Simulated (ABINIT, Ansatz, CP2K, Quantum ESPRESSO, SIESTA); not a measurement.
**One structure in several programs: HfB2 (P6/mmm, 3 atoms in the cell)**

Self-consistent single point.

```
HfB2
1.0
    1.59528    -2.76310     0.00000
    1.59528     2.76310     0.00000
    0.00000     0.00000     3.53603
Hf B
1 2
Direct
  0.00000   0.00000   0.00000
  0.33333   0.66667   0.50000
  0.66667   0.33333   0.50000
```

All programs got the same cell, k-point mesh and kind of occupations (in Ansatz's words: kpoints.mp_grid.grid = 10 10 8; scf.occupations.method = gaussian; scf.occupations.width = 0.1 eV); potentials, basis and cutoffs are each program's usual ones.

| code | model | pressure (GPa) | k-points | cutoff |
|---|---|---|---|---|
| Ansatz | PBE, default PAW files | -9.95 | 70 | default |
| CP2K | PBE, GPW, DZVP-MOLOPT-SR-GTH basis, GTH-PBE potentials (GTH_POTENTIALS) | -11.26 | 404 | grid 500 Ry |
| ABINIT | PBE, PAW (JTH v2.0 PBE PAW) | -10.12 | 70 | 40 Ry |
| SIESTA | GGA PBE, numerical atomic orbitals TZP, PseudoDojo PBE standard norm-conserving potentials (rewritten from UPF to PSML) | -9.96 | 449 | grid 400 Ry |
| Quantum ESPRESSO | PBE, GBRV 1.5 ultrasoft (PBE) pseudopotentials | -10.04 | 70 | 40 Ry |

The spread over the programs that give each value: pressure within 1.31 GPa.

The starting cell has typed, rounded lattice constants, without a prior relaxation at this level. Its lattice was rescaled by a random factor within 2.5 % of one. On Ansatz's run: Spin-orbit coupling is off. In the base run, with a pressure of about -10 GPa the cell is away from its equilibrium volume at this level.

Task: Why do the programs differ, and what cannot be compared?

Result: Differences of this kind can come from the potentials, where these differ, and from what each basis and cutoff leave unconverged. The valence holds different numbers of electrons (Ansatz (an electronic-structure program) 32, CP2K 18, ABINIT 18, SIESTA 18, Quantum ESPRESSO 18). The zero of total energies and Fermi levels follows the potentials and each program's conventions, so they are not compared here. CP2K and SIESTA use small atom-centred bases, whose incompleteness enters pressures, forces and empty levels differently from a plane-wave cutoff. Ansatz's pressure is given at a fixed set of plane waves, as the other plane-wave codes print theirs; with its correction for the finite basis it is -9.77 GPa. The programs reduce the same mesh by symmetry to different extents, which changes the work and not the result. In the pressure, CP2K (by 1.22) lies more than 1 GPa from the median of the plane-wave programs.

Left out of this page: GPAW, Elk and FLEUR (not drawn, or without a comparable value).

Keys are those of Ansatz 0.2.
